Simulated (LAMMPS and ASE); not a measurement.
Interatomic potentials scored against PBE on 6 thermal frames of Ge2Sb2Te5 melt or glass, 63 atoms, from CHGNet MD at 500 K and 0 GPa (started from the quench; by its diffusion the run was liquid).

Reference: DFT, PBE, plane waves, Ansatz's soft norm-conserving pseudopotentials, run with Ansatz at one k-point, whose own sampling error enters the misses (most for metals); rms force 0.57 eV/Å, static pressure 0.8 GPa, which carries the basis error of a finite cutoff. Potentials ran in LAMMPS and ASE. The frames were drawn by MD with CHGNet 0.3.0, so they lie where that potential goes, which can favour it. The MPtrj networks were trained on PBE and PBE+U, and their training set holds relaxations of crystals, many of these compositions among them. Potentials trained on another functional, or fitted to measurement, also carry the gap between that and the reference.

- SevenNet-0: SevenNet-0, trained on MPtrj
- SevenNet-l3i5: SevenNet-l3i5, trained on MPtrj
- CHGNet r2SCAN: CHGNet transfer-learned on r2SCAN data
- CHGNet 0.3.0: CHGNet 0.3.0, trained on MPtrj (PBE and PBE+U)

| potential | force RMSE (eV/Å) | RMSE over rms force | force correlation | relative energy RMSE (meV/atom) | static pressure miss (GPa) |
|---|---|---|---|---|---|
| SevenNet-l3i5 | 0.23 | 0.41 | 0.91 | 10.0 | -0.2 |
| SevenNet-0 | 0.26 | 0.46 | 0.89 | 13 | -0.5 |
| CHGNet 0.3.0 | 0.37 | 0.65 | 0.78 | 16 | -0.8 |
| CHGNet r2SCAN | 0.51 | 0.89 | 0.49 | 22 | -1.6 |
